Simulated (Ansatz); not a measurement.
The parent structure is GaN in the zinc blende structure (space group F-43m, No. 216).

```
GaN
1.0
    0.00000     2.24895     2.24895
    2.24895     0.00000     2.24895
    2.24895     2.24895     0.00000
Ga N
1 1
Direct
  0.00000   0.00000   0.00000
  0.25000   0.25000   0.25000
```

Cartesian axes are those of the cell as printed.

All numbers come from plane-wave PAW DFT at the r2SCAN level (Ansatz, a first-principles code, 500 eV), scalar-relativistic without spin-orbit coupling.

Strains are applied to the cell and any free atomic positions relax; under biaxial strain the out-of-plane vector relaxes too.

One change was made to it. Results:

```json
[
 {"quantity": "electron mass", "base": "0.17 mₑ (at Γ)", "after": "0.17 mₑ out of plane, 0.20 mₑ in plane (at Γ)"},
 {"quantity": "band gap", "base": "2.17 eV", "after": "2.30 eV"},
 {"quantity": "shortest interatomic distance", "base": "1.948 Å", "after": "1.918 Å"},
 {"quantity": "energy relative to the base (free energy F)", "base": "0 meV/atom", "after": "+22 meV/atom"}
]
```

Problem. What was done to the base?
(A) biaxial strain −2.50 %, plane normal [111], relaxed out of plane
(B) biaxial strain −0.42 %, plane normal [111], relaxed out of plane
(C) biaxial strain −1.67 %, plane normal [111], relaxed out of plane

Solution. A, biaxial strain −2.50 %, plane normal [111], relaxed out of plane. For comparison, the electron mass in the other runs: biaxial strain −1.67 %, plane normal [111], relaxed out of plane gives 0.17 mₑ out of plane, 0.19 mₑ in plane (at Γ); biaxial strain −0.42 %, plane normal [111], relaxed out of plane gives 0.17 mₑ (at Γ).

Effective masses come from finite differences of ±0.01 Å⁻¹. Stability against distortions was not tested. This is not the structure that GaN has at room temperature and ambient pressure.
